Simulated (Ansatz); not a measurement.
Input:

```
TiAl
1.0
    2.89709     0.00000     0.00000
    0.00000     2.81271     0.00000
    0.00000     0.00000     4.06160
Ti Al
1 1
Direct
  0.00000   0.00000   0.00000
  0.50000   0.50000   0.50000
```

No spin polarisation.

Calculations: DFT with r2SCAN, PAW potentials and a 500 eV plane-wave cutoff in Ansatz (a program for electronic structure), no spin-orbit coupling. k-mesh 20×20×14 (Γ-centred); smearing 0.1 eV (Fermi–Dirac).

What is the computed band gap?

Zero.

Estimate the pressure (mean of the normal stresses, compression positive).

-3.3 GPa.

The cells carry an imposed strain or load. Stability against distortions was not tested. All final runs are without spin polarisation. The cell was made from TiAl (space group P4/mmm, No. 123) by this change: uniaxial strain ε_xx = +3.00 %.
